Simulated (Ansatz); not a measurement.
For SiC2 (model structure, P4₂/mmc, No. 131, 6 atoms in the cell), LDA (Ansatz, a first-principles code, plane waves, PAW) gives:

```
Item                        Value
-------------------  ------------
lattice parameter a       3.131 Å
c axis length             6.836 Å
bulk modulus B0           170 GPa
cohesive energy      7.30 eV/atom
```

**Question.** What does r²SCAN (PAW; Ansatz) give for the same quantities?

**Answer.** 
- lattice constant a: 3.164 Å (goes up by 1.1 %)
- lattice parameter c: 6.852 Å (grows by 0.2 %)
- bulk modulus: 170 GPa (stays essentially unchanged)
- cohesive energy: 6.24 eV/atom (shrinks by 1.06 eV/atom)

Changes are worked out from the printed values.

Unless a cell is named, each level is at its own relaxed cell (LDA 11.17, r²SCAN 11.43 Å³/atom).

Caveats: the bulk modulus is −V dP/dV from two relaxed cells at ±2 % in volume (LDA, r²SCAN). Ansatz's density-functional and Hartree–Fock values are scalar-relativistic unless marked +SOC, with PAW data made under PBE.

A model structure was made by putting elements into a prototype or built by hand; it is no filed structure, need not be a known phase, and can be a saddle point held by its symmetry.
